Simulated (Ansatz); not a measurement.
# Several settings converged on CuAu (P4mm, 2 atoms in the cell)

```yaml
crystal:
  lattice:
    - [2.81400, 0.00000, 0.00000]
    - [0.00000, 2.81400, 0.00000]
    - [0.00000, 0.00000, 3.68835]
  atoms:
    - { symbol: Cu, position: [0.00000, 0.00000, 0.01356] }
    - { symbol: Au, position: [0.50000, 0.50000, 0.50000] }
```

Base method: PBEsol, default PAW files made with PBE (plane waves; Ansatz, a program for electronic structure).

Base settings: basis.ecutwfc = 30.9 Ry; kpoints.mp_grid.grid = 12 12 9; hamiltonian.xc = pbesol; hamiltonian.pseudopotentials = {kind: paw} (the program's default PAW files); scf.occupations.method = fermi_dirac; scf.occupations.width = 0.0073 Ry.

The count of work is k-points × plane waves × bands × iterations; it is no time. 

**The width of Fermi-Dirac smearing**

In this ladder: kpoints.mp_grid.grid = 20 20 15.

Narrow widths need finer meshes than wide ones, so the last steps can hold mesh noise.

Only quantities that move along the ladder and can be compared are tabulated; pressure and forces are left out, as mesh noise rules them at narrow widths.

| scf.occupations.width | free energy less the last step's (meV/atom) | energy extrapolated to zero width less the last step's (meV/atom) |
|---|---|---|
| 0.0735 Ry | -753.69 | 106.20 |
| 0.0367 Ry | -145.55 | 29.31 |
| 0.022 Ry | -43.57 | 4.26 |
| 0.0147 Ry | -18.02 | 0.21 |
| 0.0073 Ry | -3.54 | -0.08 |
| 0.0037 Ry | 0.00 | 0.00 |

Widest scf.occupations.width that holds the free energy within 5 meV/atom: not settled: the last two steps still differ by 3.5 meV/atom, over half the tolerance, so the ladder does not show it.

Widest scf.occupations.width that holds the energy extrapolated to zero width within 0.5 meV/atom of the last step, with all finer ones: 0.0147 Ry; the step before is off by 4.3 meV/atom.

The extrapolation to zero width removes most of the smearing's effect on the energy.

**The width of Gaussian smearing**

In this ladder: kpoints.mp_grid.grid = 20 20 15; scf.occupations.method = gaussian.

Narrow widths need finer meshes than wide ones, so the last steps can hold mesh noise.

Only quantities that move along the ladder and can be compared are tabulated; pressure and forces are left out, as mesh noise rules them at narrow widths.

```tsv
scf.occupations.width	free energy less the last step's (meV/atom)	energy extrapolated to zero width less the last step's (meV/atom)
0.0735 Ry	-75.48	7.84
0.0367 Ry	-18.05	-0.24
0.022 Ry	-6.47	-0.22
0.0147 Ry	-2.87	-0.20
0.0073 Ry	-0.62	-0.09
0.0037 Ry	0.00	0.00
```

Widest scf.occupations.width that holds the energy extrapolated to zero width within 2 meV/atom of the last step, with all finer ones: 0.0367 Ry; the step before is off by 7.8 meV/atom.

Widest scf.occupations.width that holds the free energy within 2 meV/atom of the last step, with all finer ones: 0.0073 Ry; the step before is off by 2.9 meV/atom.

The extrapolation to zero width removes most of the smearing's effect on the energy.

**The mesh under tetrahedron occupations**

In this ladder: scf.occupations.method = tetrahedron; scf.occupations.width = default.

Only quantities that move along the ladder and can be compared are tabulated.

| kpoints.mp_grid.grid | free energy less the last step's (meV/atom) | pressure (GPa) | largest difference of a force vector from the last step's (eV/Å) | count of work / last |
|---|---|---|---|---|
| 5 5 4 | -31.16 | -4.24 | 0.024 | 0.016 |
| 6 6 5 | -3.43 | -4.44 | 0.002 | 0.026 |
| 7 7 6 | -13.53 | -4.21 | 0.007 | 0.035 |
| 9 9 7 | -5.27 | -4.20 | 0.001 | 0.052 |
| 11 11 9 | -1.78 | -4.21 | 0.001 | 0.091 |
| 14 14 11 | -1.69 | -4.24 | 0.000 | 0.19 |
| 18 18 13 | -0.55 | -4.18 | 0.000 | 0.33 |
| 22 22 17 | -0.23 | -4.15 | 0.000 | 0.61 |
| 27 27 21 | 0.00 | -4.10 | 0.000 | 1.0 |

Coarsest kpoints.mp_grid.grid that holds the pressure within 0.2 GPa of the last step, with all finer ones: 7 7 6, at 0.035 of the last step's count of work; the step before is off by 0.33 GPa.

Coarsest kpoints.mp_grid.grid that holds the forces within 0.02 eV/Å of the last step, with all finer ones: 6 6 5, at 0.026 of the last step's count of work; the step before is off by 0.024 eV/Å.

Coarsest kpoints.mp_grid.grid that holds the free energy within 2 meV/atom of the last step, with all finer ones: 11 11 9, at 0.091 of the last step's count of work; the step before is off by 5.3 meV/atom.

On the base run: the starting cell has typed, rounded lattice constants, without a prior relaxation at this level. Its lattice was rescaled by up to half a per cent. One atom was moved a little off its site on purpose. Spin polarisation is off. In the base run, with a pressure of about -4 GPa the cell is away from its equilibrium volume at this level. Ansatz's pressure includes its estimate of the finite-basis (Pulay) stress.

Left out of this page: 4 runs of the series outside the window shown, repeating another row's setting, or not comparable.

Keys are those of Ansatz 0.2.
